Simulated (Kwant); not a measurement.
Device: Ge/Si0.2Ge0.8 stack with 1 barrier. One parabolic valley. Leads of mass 0.12 mₑ with the band edge at 0; grid 0.1 nm; bias 0 V, dropping linearly over the stack.

```tsv
layer	thickness (nm)	band offset (eV)	mass (mₑ)
1	5.8	0.12	0.14
```

The device is made up for the run: typed textbook-type constants, with dimensions and the other settings drawn at random.

Computed with Kwant: one-band effective-mass tight-binding model in one dimension, coherent, no space charge.

| E (meV) | A | B | C | D |
|---|---|---|---|---|
| 0.6000 | 4.3e-5 | 0.00041 | 0.00012 | 2.0e-5 |
| 9.683 | 0.00084 | 0.0081 | 0.0024 | 0.00038 |
| 21.04 | 0.0023 | 0.023 | 0.0067 | 0.0011 |
| 30.12 | 0.0041 | 0.041 | 0.012 | 0.0019 |
| 41.48 | 0.0074 | 0.075 | 0.022 | 0.0033 |
| 52.83 | 0.012 | 0.13 | 0.037 | 0.0055 |
| 61.91 | 0.018 | 0.19 | 0.056 | 0.0080 |
| 73.27 | 0.029 | 0.29 | 0.091 | 0.013 |
| 84.62 | 0.047 | 0.43 | 0.14 | 0.019 |
| 93.71 | 0.067 | 0.55 | 0.21 | 0.028 |
| 105.1 | 0.10 | 0.71 | 0.31 | 0.043 |
| 116.4 | 0.16 | 0.85 | 0.45 | 0.066 |
| 125.5 | 0.23 | 0.93 | 0.59 | 0.094 |
| 136.8 | 0.35 | 0.98 | 0.75 | 0.15 |
| 148.2 | 0.50 | 1.00 | 0.89 | 0.23 |
| 157.3 | 0.65 | 1.00 | 0.95 | 0.32 |
| 168.7 | 0.81 | 0.99 | 0.99 | 0.47 |
| 180.0 | 0.93 | 0.97 | 1.00 | 0.65 |

Problem. Column A is the base. The others each differ by one change: height of the first barrier 0.12 → 0.072 eV; height of the first barrier 0.12 → 0.096 eV; height of the first barrier 0.12 → 0.14 eV. Which is which?

Solution. B: height of the first barrier 0.12 → 0.072 eV; C: height of the first barrier 0.12 → 0.096 eV; D: height of the first barrier 0.12 → 0.14 eV.
